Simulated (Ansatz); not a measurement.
Ansatz (a quantum-chemistry and plane-wave program) run on GePt (Pnma, 8 atoms in the cell): self-consistent single point.

Computed with LDA (PW92), default PAW files made with PBE (plane waves; Ansatz).

```
GePt
1.0
    5.75601     0.00000     0.00000
    0.00000     3.73003     0.00000
    0.00000     0.00000     6.11156
Ge Pt
4 4
Direct
  0.81393   0.75000   0.58801
  0.18607   0.25000   0.41199
  0.68607   0.25000   0.08801
  0.31393   0.75000   0.91199
  0.00185   0.75000   0.19271
  0.99815   0.25000   0.80729
  0.49815   0.25000   0.69271
  0.50185   0.75000   0.30729
```

Reference input (self-consistent single point, DFT, LDA (PW92), plane waves, default PAW files made with PBE): basis.ecutwfc = 420 eV; kpoints.mp_grid.grid = 5 8 5; hamiltonian.xc = lda; hamiltonian.pseudopotentials = {kind: paw} (the program's default PAW files); scf.occupations.method = fermi_dirac; scf.occupations.width = 0.1 eV. This run's input differs from it in these lines:

Ansatz 0.2 input:
```diff
@@ -22,3 +22,3 @@
 scf:
-  occupations: { method: fermi_dirac, width: 0.1 eV }
+  occupations: { method: fermi_dirac, width: 0.3 eV }
 output:
```

Output (repeated stretches shortened):

```
SCF iter   1: F=—  HF=-65847.159241 eV  |F-HF|=—  |Δ(HF+E_count)|=         —  Δρ=6.88e-3  dr2=4.10e-2  ethr=1.77e-3  ⟨swp⟩=5.1  Hψ=12109  notcnv=0
all-band conjugate gradients solve this SCF's bands
preconditioner: auto → Kerker (q_TF=auto, 2.717 Å⁻¹)
SCF iter   2: F=—  HF=-65847.153256 eV  |F-HF|=—  |Δ(HF+E_count)|=   5.99e-3  Δρ=3.71e-3  dr2=1.53e-2  ethr=3.20e-5  ⟨swp⟩=2.2  Hψ=5552  notcnv=0
SCF iter   3: F=—  HF=-65847.150032 eV  |F-HF|=—  |Δ(HF+E_count)|=   3.22e-3  Δρ=9.99e-4  dr2=1.05e-3  ethr=1.19e-5  ⟨swp⟩=2.4  Hψ=5741  notcnv=0
SCF iter   4: F=—  HF=-65847.149412 eV  |F-HF|=—  |Δ(HF+E_count)|=   6.21e-4  Δρ=3.42e-4  dr2=1.67e-4  ethr=8.18e-7  ⟨swp⟩=2.0  Hψ=4587  notcnv=0
SCF iter   5: F=—  HF=-65847.149340 eV  |F-HF|=—  |Δ(HF+E_count)|=   7.13e-5  Δρ=7.33e-5  dr2=7.46e-6  ethr=1.30e-7  ⟨swp⟩=2.9  Hψ=6949  notcnv=0
SCF iter   6: F=—  HF=-65847.149354 eV  |F-HF|=—  |Δ(HF+E_count)|=   1.32e-5  Δρ=1.51e-5  dr2=3.13e-7  ethr=5.82e-9  ⟨swp⟩=2.0  Hψ=5814  notcnv=0
SCF iter   7: F=-65847.149354 eV  HF=-65847.149354 eV  |F-HF|=8.96e-9  |Δ(HF+E_count)|=   1.81e-8  Δρ=4.59e-6  dr2=3.51e-8  ethr=7.81e-11  ⟨swp⟩=5.4  Hψ=12555  notcnv=0
SCF 1 converged in 7 iterations: F = -65847.149354 eV  dr2 = 3.51e-8
Free energy (F): -65847.149354 eV
Internal energy: -65846.389964 eV  (E = F + TS)
E sigma→0 (E₀):  -65846.769659 eV
Entropy (-TS):   -0.759390 eV (-94.924 meV/atom)
Fermi energy:    17.161368 eV
--- Forces (eV/Å), atoms counted from 1 ---
  atom   1  Ge    -0.05048448    -0.00000000     0.02493214
  atom   2  Ge     0.05048448    -0.00000000    -0.02493214
  atom   3  Ge     0.05048448     0.00000000     0.02493214
  atom   4  Ge    -0.05048448    -0.00000000    -0.02493214
  atom   5  Pt     0.00838136     0.00000000     0.03669366
  atom   6  Pt    -0.00838136    -0.00000000    -0.03669366
  atom   7  Pt    -0.00838136     0.00000000     0.03669366
  atom   8  Pt     0.00838136     0.00000000    -0.03669366
--- Stress (GPa, compression-positive) ---
       -5.484458       0.000000       0.000000
        0.000000      -4.844613       0.000000
        0.000000       0.000000      -4.552780
  P = ⅓ Tr σ = -4.9606 GPa (-49.606 kbar)
  The stress holds the Pulay correction. Without it, at fixed plane waves, as pw.x and ABINIT print it: P = -5.0058 GPa
```

The run converged in 7 iterations. Against the reference run the free energy drops by 40.5 meV/atom, the pressure goes from -5.67 to -4.96 GPa and the largest force goes from 0.077 to 0.056 eV/Å.

The starting cell comes from a database of computed structures (which also holds hypothetical and non-ambient phases and stackings), without a prior relaxation at this level. Spin polarisation is off. With a pressure of about -5 GPa the cell is away from its equilibrium volume at this level. Ansatz's pressure includes its estimate of the finite-basis (Pulay) stress.
